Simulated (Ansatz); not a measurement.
Defect migration in bcc Mo: Au-vacancy pair (Au on one host Mo site, one Mo site vacant), neutral cell. Calculation: PBE, PAW (plane waves to 420 eV; Ansatz, a quantum-chemistry and plane-wave program).

Cell of 36 host sites held at the relaxed PBE lattice; a 2×2×3 k-point mesh shifted by half a step; Fermi-Dirac width 0.10 eV, spin-restricted; finite-size errors left in. Energies are static. Spin-orbit coupling is left out. Forms of the defect that were not tried may lie lower.

Barriers: single points on a 3×3×5 k-point mesh shifted by half a step at the bands' geometries (they differ from the bands' own by up to 0.07 eV, and are uncertain by about as much).

The step: Au and the vacancy change places (Au-vacancy distance between ideal sites 2.74 Å throughout). Atoms about the jump, Cartesian Å from the middle of the jump, before and after:

```
atom     x0     y0     z0     x1     y1     z1
----  -----  -----  -----  -----  -----  -----
Au1   -0.55  -0.55  -0.55   0.55   0.55   0.55
Mo2   -0.78   2.34  -0.78  -0.83   2.44  -0.82
Mo3   -2.44   0.83   0.82  -2.34   0.78   0.78
Mo4    0.84  -2.44   0.82   0.78  -2.34   0.78
Mo5    2.34  -0.78  -0.78   2.44  -0.84  -0.82
Mo6    0.82   0.82  -2.48   0.78   0.78  -2.35
Mo7   -0.78  -0.78   2.35  -0.82  -0.82   2.48
```

Task: Where do these atoms stand at the saddle point, and how high is it?

Result: 
| atom | x | y | z |
|---|---|---|---|
| Au1 | 0.00 | 0.00 | -0.01 |
| Mo2 | -0.83 | 2.45 | -0.83 |
| Mo3 | -2.46 | 0.83 | 0.81 |
| Mo4 | 0.83 | -2.46 | 0.81 |
| Mo5 | 2.45 | -0.83 | -0.83 |
| Mo6 | 0.81 | 0.81 | -2.49 |
| Mo7 | -0.82 | -0.82 | 2.47 |
It lies 0.45 eV above the start and 0.45 eV above the end. The saddle point's order was not checked, and it lies on a symmetry element of the cell, where a band can be held.
